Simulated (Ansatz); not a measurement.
A self-consistent single point of Te (C2, 3 atoms in the cell) with Ansatz (a program for electronic structure).

Method of the run: LDA (PW92), default PAW files made with PBE (plane waves; Ansatz).

```xyz
3
Lattice="2.2189 -3.8432 0.0000 2.2189 3.8432 0.0000 0.0000 0.0000 5.9004" Properties=species:S:1:pos:R:3 pbc="T T T"
Te     0.5836     1.0108     3.9336
Te     3.3206     0.0000     0.0000
Te     0.5836    -1.0108     1.9668
```

Reference input (self-consistent single point, DFT, LDA (PW92), plane waves, default PAW files made with PBE): basis.ecutwfc = 420 eV; kpoints.mp_grid.grid = 7 7 4; hamiltonian.xc = lda; hamiltonian.pseudopotentials = {kind: paw} (the program's default PAW files); scf.occupations.method = fermi_dirac; scf.occupations.width = 0.02 eV. This run's input differs from it in these lines:

Ansatz 0.2 input:
```diff
@@ -14,3 +14,3 @@
   mp_grid:
-    grid: [7, 7, 4]
+    grid: [11, 11, 7]
 hamiltonian:
```

The program printed (abridged):

```
SCF iter   1: F=—  HF=-20481.514728 eV  |F-HF|=—  |Δ(HF+E_count)|=         —  Δρ=4.29e-3  dr2=6.67e-3  ethr=1.77e-3  ⟨swp⟩=8.0  Hψ=32604  notcnv=0
all-band conjugate gradients solve this SCF's bands
preconditioner: auto → Resta (q_TF=auto, 2.412 Å⁻¹)
SCF iter   2: F=—  HF=-20481.510396 eV  |F-HF|=—  |Δ(HF+E_count)|=   4.33e-3  Δρ=2.35e-3  dr2=2.26e-3  ethr=1.39e-5  ⟨swp⟩=2.2  Hψ=11435  notcnv=0  defer=134
   [... lines left out ...]
SCF iter   4: F=—  HF=-20481.509714 eV  |F-HF|=—  |Δ(HF+E_count)|=   4.23e-5  Δρ=1.02e-4  dr2=7.27e-6  ethr=2.02e-7  ⟨swp⟩=2.0  Hψ=12201  notcnv=0  defer=134
SCF iter   5: F=—  HF=-20481.509712 eV  |F-HF|=—  |Δ(HF+E_count)|=   1.11e-6  Δρ=3.50e-5  dr2=1.09e-6  ethr=1.51e-8  ⟨swp⟩=2.0  Hψ=11373  notcnv=0  defer=134
SCF iter   6: F=—  HF=-20481.509713 eV  |F-HF|=—  |Δ(HF+E_count)|=   3.57e-7  Δρ=1.05e-5  dr2=1.12e-7  ethr=2.27e-9  ⟨swp⟩=2.6  Hψ=12410  notcnv=0  defer=134
SCF iter   7: F=-20481.509713 eV  HF=-20481.509713 eV  |F-HF|=2.16e-9  |Δ(HF+E_count)|=   3.16e-8  Δρ=2.13e-6  dr2=4.84e-9  ethr=2.08e-10  ⟨swp⟩=8.1  Hψ=27056  notcnv=0
SCF 1 converged in 7 iterations: F = -20481.509713 eV  dr2 = 4.84e-9
Free energy (F): -20481.509713 eV
Internal energy: -20481.509713 eV  (E = F + TS)
E sigma→0 (E₀):  -20481.509713 eV
Fermi energy:    8.818454 eV
--- Forces (eV/Å), atoms counted from 1 ---
  atom   1  Te     0.24846642     0.29244634    -0.05243136
  atom   2  Te    -0.49693285     0.00000000     0.00000000
  atom   3  Te     0.24846642    -0.29244634     0.05243136
--- Stress (GPa, compression-positive) ---
       -0.252907       0.000000       0.000000
        0.000000      -0.665787      -0.328487
        0.000000      -0.328487       0.220618
  P = ⅓ Tr σ = -0.2327 GPa (-2.327 kbar)
  The stress holds the Pulay correction. Without it, at fixed plane waves, as pw.x and ABINIT print it: P = -0.2711 GPa
```

The run converged in 7 iterations. Against the reference run the free energy stays essentially unchanged (within 1 meV/atom), the pressure stays at -0.23 GPa, the largest force moves little (0.489 to 0.497 eV/Å) and the gap on the mesh goes from 0.678 to 0.588 eV.

The starting cell has typed, rounded lattice constants, without a prior relaxation at this level. Its lattice was rescaled by up to half a per cent. One atom was moved a little off its site on purpose. Spin-orbit coupling is off. Ansatz's pressure includes its estimate of the finite-basis (Pulay) stress. Another mesh or the band path of this cell gives a smaller gap, so this value is not converged in the mesh.

Cost on one core of a shared machine: roughly 60 s.
